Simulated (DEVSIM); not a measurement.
System: illuminated Si n-on-p cell, one wavelength, with a back-surface field, at 300 K.

```
layer (left to right)  material  thickness (μm)  Nd (cm⁻³)  Na (cm⁻³)  τn (s)  τp (s)  absorption coefficient (cm⁻¹)
---------------------  --------  --------------  ---------  ---------  ------  ------  -----------------------------
1                            Si           0.170     6.6e17          -  2.7e-7  1.4e-6                          53000
2                            Si             110          -     6.9e16  4.3e-6  4.3e-6                          53000
3                            Si           0.160          -     3.2e18  4.3e-6  4.3e-6                          53000
```

Left contact: ohmic, minority hole recombination velocity 2e6 cm/s. Right contact: ohmic, minority electron recombination velocity 8e6 cm/s. Voltage is applied to the left contact. Recombination: SRH at mid-gap, radiative. Gap narrowing is on: ΔEg = 6.92 meV × (l + √(l² + 0.5)), l = ln(N/1.3e17 cm⁻³), shared equally by both band edges. Light enters at the left, 5.5e16 photons cm⁻² s⁻¹, one pass, no reflection. Mobility is μmin + (μ − μmin)/(1 + (N/Nref)^α).

The device is made up for the run: typed textbook-type constants, with dimensions and the other settings drawn at random. Values at 300 K.

```tsv
parameter	Si
gap (eV)	1.124
affinity (eV)	4.05
permittivity	11.7
Nc (cm⁻³)	2.86e19
Nv (cm⁻³)	3.1e19
μn (cm²/Vs)	1417
μp (cm²/Vs)	470
μn,min	52
μp,min	45
Nref,n	9.7e16
Nref,p	2.2e17
αn	0.68
αp	0.72
B (cm³/s)	4.7e-15
```

Simulated with DEVSIM: 1D drift-diffusion, Boltzmann statistics, complete ionisation; no tunnelling, impact ionisation, image-force lowering or self-heating.

**Question.** Tabulate band edges, carrier densities and field at 2.0 V on the left contact, in the dark.

**Answer.** Energies count from the Fermi level of the right contact; mesh points crowd at the junctions.

| x (μm) | Ec (eV) | Ev (eV) | n (cm⁻³) | p (cm⁻³) | field (V/cm) |
|---|---|---|---|---|---|
| 0.000 | -1.903 | -3.003 | 6.6e17 | 380 | ≈ 0 |
| 0.03417 | -1.903 | -3.003 | 6.6e17 | 290 | ≈ 0 |
| 0.09803 | -1.903 | -3.003 | 6.6e17 | 130 | ≈ 0 |
| 0.1512 | -1.871 | -2.972 | 2.0e17 | < 1e2 | 52000 |
| 0.1921 | -1.110 | -2.232 | 32000 | < 1e2 | 210000 |
| 0.2688 | 0.180 | -0.942 | < 1e2 | 5000 | 130000 |
| 0.4866 | 0.964 | -0.158 | < 1e2 | 6.9e16 | 24 |
| 1.403 | 0.964 | -0.158 | < 1e2 | 6.9e16 | ≈ 0 |
| 3.493 | 0.964 | -0.158 | < 1e2 | 6.9e16 | ≈ 0 |
| 9.057 | 0.964 | -0.158 | 190 | 6.9e16 | ≈ 0 |
| 23.87 | 0.964 | -0.158 | 490 | 6.9e16 | ≈ 0 |
| 75.07 | 0.964 | -0.158 | 1300 | 6.9e16 | ≈ 0 |
| 97.00 | 0.964 | -0.158 | 1600 | 6.9e16 | ≈ 0 |
| 105.2 | 0.964 | -0.158 | 1700 | 6.9e16 | ≈ 0 |
| 108.8 | 0.964 | -0.158 | 1700 | 6.9e16 | ≈ 0 |
| 109.7 | 0.964 | -0.158 | 1700 | 6.9e16 | ≈ 0 |
| 110.0 | 0.964 | -0.158 | 1700 | 6.9e16 | ≈ 0 |
| 110.1 | 0.966 | -0.155 | 1600 | 7.6e16 | 1600 |
| 110.2 | 1.020 | -0.060 | 200 | 3.1e18 | 4200 |
| 110.2 | 1.020 | -0.059 | 200 | 3.2e18 | ≈ 0 |
| 110.3 | 1.020 | -0.059 | 200 | 3.2e18 | ≈ 0 |
| 110.3 | 1.020 | -0.059 | 210 | 3.2e18 | ≈ 0 |
